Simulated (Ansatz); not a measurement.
## Computed paths: Ru-vacancy pair in fcc Al, neutral cell

Defect migration in fcc Al: Ru-vacancy pair (Ru on one host Al site, one Al site vacant), neutral cell. All values below come from PBE, PAW (plane waves to 420 eV; Ansatz, a quantum-chemistry and plane-wave program).

32-site cell at the relaxed PBE lattice, a 3×3×3 k-point mesh shifted by half a step, smearing 0.10 eV, spin-restricted, no finite-size correction. No zero-point or tunnelling terms. Forms of the defect that were not tried may lie lower.

Barriers: single points on a 5×5×5 k-point mesh shifted by half a step at the bands' geometries (they differ from the bands' own by up to 0.05 eV, and are uncertain by about as much).

```csv
Route,Start site over the lowest site run (eV),Hop (Å),Forward barrier (eV),Backward barrier (eV),Neighbours at the start,Neighbours at the saddle,Saddle order,"Forward, on the band's own sampling (eV)"
a nearby Al atom hops onto the vacant site (Ru-vacancy distance between ideal sites 2.86 Å throughout),0.00,2.49,0.33,0.33,"Al at 2.66, Al at 2.76, Al at 2.77, Al at 2.82, Al at 2.86, 2 Al at 2.93, Al at 2.94, Al at 2.99, Al at 3.03; Ru at 2.78 Å","Al at 2.58, Al at 2.59, Al at 2.70, 2 Al at 2.93; Ru at 2.53 Å","not checked, on a symmetry element",0.31
direct exchange of Ru with the vacancy (Ru-vacancy distance between ideal sites 2.86 Å throughout),0.00,3.25,1.79,1.79,"Al at 2.64, 4 Al at 2.71, 6 Al at 2.78 Å","4 Al at 2.53, 4 Al at 2.87 Å","not checked, on a symmetry element",1.85
```

Paths come from CI-NEB runs. Of the routes that converged and passed our checks, the lowest saddle point lies 0.33 eV above the lowest of the sites run (a nearby Al atom hops onto the vacant site (Ru-vacancy distance between ideal sites 2.86 Å throughout)); other sites, such as split forms, and other routes may lie lower. A band can be held on a symmetry element, so unchecked saddle points there may be too high.
